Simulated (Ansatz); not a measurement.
Start from LuP in the zinc blende structure (space group F-43m, No. 216; a = 6.161 Å; a hypothetical phase, not in the database extracts checked). Axes: x, y, z lie along the cube axes.

(Cell as relaxed with PBE.)

Levels (all Ansatz, an electronic-structure program, PAW): PBE (420 eV, no spin-orbit coupling); r2SCAN (500 eV, no spin-orbit coupling).

Each level relaxes its own structure.

```tsv
base	PBE	r2SCAN
volume per atom	29.23 Å³	28.89 Å³
lattice parameter a	6.161 Å	6.137 Å
band gap	1.69 eV	1.98 eV
```

Now apply this change: biaxial strain −1.29 %, plane normal [111], relaxed out of plane (Cartesian); in-plane vectors clamped, the third vector and the atoms free.

```json
[
 {"quantity": "shift of the gap caused by the change", "PBE": "-0.07 eV", "r2SCAN": "?"},
 {"quantity": "ratio −ε⊥/ε∥", "PBE": "1.17", "r2SCAN": "?"}
]
```

Task: What does r2SCAN give?

Result: 
- shift of the gap caused by the change, r2SCAN: -0.07 eV
- ratio −ε⊥/ε∥, r2SCAN: 1.14

The two agree on the shift of the gap caused by the change. Neither level is exact; r2SCAN is the comparison here, not a measurement.

No phonon test of stability was made.
